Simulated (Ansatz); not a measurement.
Start from CdSe in the zinc blende structure (space group F-43m, No. 216; a = 6.133 Å). Axes: x, y, z lie along the cube axes.

Method: Ansatz (an electronic-structure program) r2SCAN, no spin-orbit coupling.

Strains are applied to the cell and any free atomic positions relax.

One change was made to it. Results:

```csv
quantity,base,after
electron mass,0.093 mₑ (at Γ),0.096 mₑ (at Γ)
"pressure (mean of the normal stresses, compression positive)",0.01 GPa,1.38 GPa
"valence-band top at Γ (three highest levels, from the VBM)","0.00, 0.00, 0.00 eV","0.00, -0.08, -0.08 eV"
```

### Question
Which change produced these results?
A) uniaxial strain ε_zz = −1.00 %
B) uniaxial strain ε_zz = −0.50 %
C) uniaxial strain ε_zz = −1.50 %
D) uniaxial strain ε_zz = −2.00 %
E) uniaxial strain ε_zz = −2.50 %

### Answer
E, uniaxial strain ε_zz = −2.50 %. For comparison, the electron mass in the other runs: uniaxial strain ε_zz = −1.00 % gives 0.094 mₑ (at Γ); uniaxial strain ε_zz = −1.50 % gives 0.095 mₑ (at Γ); uniaxial strain ε_zz = −0.50 % gives 0.094 mₑ (at Γ); uniaxial strain ε_zz = −2.00 % gives 0.095 mₑ (at Γ).

The levels and masses belong to the bands next to the band gap. Effective masses come from finite differences of ±0.01 Å⁻¹. Stability against distortions was not tested.
